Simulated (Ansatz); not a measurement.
Base system: Sn in the diamond structure (space group Fd-3m, No. 227; a = 6.541 Å; relaxed with 0.1 eV smearing). Axes: x, y, z lie along the cube axes.

The values are results of DFT with PBEsol, PAW potentials and a 420 eV plane-wave cutoff in Ansatz (a quantum-chemistry and plane-wave program), scalar-relativistic without spin-orbit coupling, not measurements.

The change: an isotropic linear strain of +1.45 %, atoms relaxed at fixed cell.

Predict the stress tensor and what it implies for the stiffness.

Stress of the strained cell less that of the base (GPa, compression positive):
```
   -1.6     0.0     0.0
    0.0    -1.6     0.0
    0.0     0.0    -1.6
```

Then B = −ΔP/(ΔV/V₀) with ΔV/V₀ = 0.0441 gives secant stiffness values (nonlinear terms included at this strain): B ≈ 37 GPa.

As a check, the harmonic strain energy −½ V₀ Δσ:ε is 7.7 meV/atom; the computed energy rise is 8.1 meV/atom.

No phonon test of stability was made.
